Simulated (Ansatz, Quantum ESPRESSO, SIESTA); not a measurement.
# One structure in several programs: Li₅Mg (C2, 6 atoms in the cell)

Relaxation of cell and atoms.

```
CELL_PARAMETERS angstrom
      4.56066    -2.63391     0.00000
      4.56066     2.63391     0.00000
     -3.01374     0.00000     4.97391
ATOMIC_POSITIONS crystal
  Li 0.00317 0.99683 0.00000
  Li 0.33010 0.33314 0.99974
  Li 0.66686 0.66990 0.00026
  Li 0.50039 0.16721 0.50118
  Li 0.83279 0.49961 0.49882
  Mg 0.16669 0.83331 0.50000
```

Shared settings, as Ansatz (an electronic-structure program) writes them: kpoints.mp_grid.grid = 6 6 6; scf.occupations.method = fermi_dirac; scf.occupations.width = 0.05 eV. Potentials and cutoffs stand in the table.

```tsv
code	model	final volume (Å³/atom)	cutoff
SIESTA	GGA PBEsol, numerical atomic orbitals DZP, PseudoDojo PBEsol standard norm-conserving potentials (rewritten from UPF to PSML)	20.89	grid 300 Ry
Quantum ESPRESSO	PBEsol, SSSP 1.1.2 efficiency (PBE) pseudopotentials	20.18	40 Ry
Ansatz	PBEsol, PAW files made with PBE	20.09	420 eV
```

The spread over the programs that give each value: final volume within 0.80 Å³/atom.

SIESTA uses small atom-centred bases, whose incompleteness enters pressures, forces and empty levels differently from a plane-wave cutoff. The programs treat the finite-basis stress differently while the cell relaxes: Ansatz adds an estimate of it.

The starting cell comes from a database of computed structures (which also holds hypothetical and non-ambient phases and stackings), without a prior relaxation at this level. Its lattice was rescaled by a random factor within 2.5 % of one.

Keys are those of Ansatz 0.2.
